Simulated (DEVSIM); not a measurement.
Device: abrupt GaP n-p junction, at 400 K.

Layer 1 from the left is GaP, thickness (μm) 1.20, Nd (cm⁻³) 4.5e18, τn (s) 9.2e-7, τp (s) 9.2e-7. Layer 2 from the left is GaP, thickness (μm) 24.0, Na (cm⁻³) 4.6e17, τn (s) 9.2e-7, τp (s) 9.2e-7.

Left contact: ohmic. Right contact: ohmic. Voltage is applied to the left contact. Recombination: SRH at mid-gap, Auger. Mobility is constant in doping.

Constants are typed, rounded textbook-type inputs, not results; the design itself was drawn at random and stands for no fabricated device. Values at 300 K; Nc and Nv go as T^1.5, mobilities as T to minus their exponent, the gap by Varshni's rule with the affinity fixed.

GaP: gap (eV) 2.26, affinity (eV) 3.8, permittivity 11.1, Nc (cm⁻³) 1.8e19, Nv (cm⁻³) 1.9e19, μn (cm²/Vs) 250, μp (cm²/Vs) 150, T exponent of μn 1.6, T exponent of μp 1.98, Cn (cm⁶/s) 1e-30, Cp (cm⁶/s) 1e-30, Varshni α (eV/K) 0.00058, Varshni β (K) 372.

DEVSIM, 1D drift-diffusion, Boltzmann statistics, complete ionisation; no tunnelling, impact ionisation, image-force lowering or self-heating.

Dark forward current:

```csv
|V| (V),|J| (A/cm²)
0.50,1.274e-11
0.70,2.519e-10
0.75,5.325e-10
0.80,1.125e-9
0.85,2.382e-9
0.90,5.068e-9
0.95,1.085e-8
1.00,2.347e-8
1.05,5.157e-8
1.10,1.168e-7
1.15,2.789e-7
1.20,7.220e-7
1.25,2.079e-6
1.30,6.725e-6
1.35,2.407e-5
1.40,9.272e-5
1.45,0.0003739
1.50,0.001548
1.55,0.006498
1.60,0.02748
1.65,0.1166
1.70,0.4951
1.75,2.087
1.80,8.539
1.85,31.67
1.90,95.91
```

Question: Work out the local ideality factor n = ΔV / (kT/q · ln(J2/J1)) between the rows 0.50 and 0.70 V, 1.65 and 1.70 V, 1.85 and 1.90 V.

Answer: kT/q = 34.47 mV. From 0.50 to 0.70 V: ln(2.519e-10/1.274e-11) = 2.984, n = 1.94, near the 2 of recombination in the depletion region. From 1.65 to 1.70 V: ln(0.4951/0.1166) = 1.446, n = 1.00, near the 1 of diffusion or emission over a barrier. From 1.85 to 1.90 V: ln(95.91/31.67) = 1.108, n = 1.31; the layers' resistance at their doping, Σ W/(qμN) = 0.00038 Ω cm², would take 25 mV of this step of 50 mV.

Question: Estimate the current at 1.60 V from the Shockley equation with J0 = Σ q ni² D/(N L) coth(W/L), τ joining the SRH, radiative and Auger lifetimes that are on, and W taken as the whole layer.

Answer: ni² = 9.34e10 cm⁻⁶; holes in the n layer: μ = 84.9 cm²/Vs, D = 2.93 cm²/s, τ = 4.69e-8 s, L = 3.70 μm, W/L = 0.32, term 8.39e-23 A/cm²; electrons in the p layer: μ = 158 cm²/Vs, D = 5.44 cm²/s, τ = 7.70e-7 s, L = 20.5 μm, W/L = 1.2, term 1.05e-22 A/cm². J0 = 1.89e-22 A/cm², and J = J0 exp(qV/kT) = 0.0272 A/cm². The simulation gives 0.0275 A/cm²; the estimate lies 1.0 % below. The estimate leaves out recombination in the depletion region and that region's share of W.
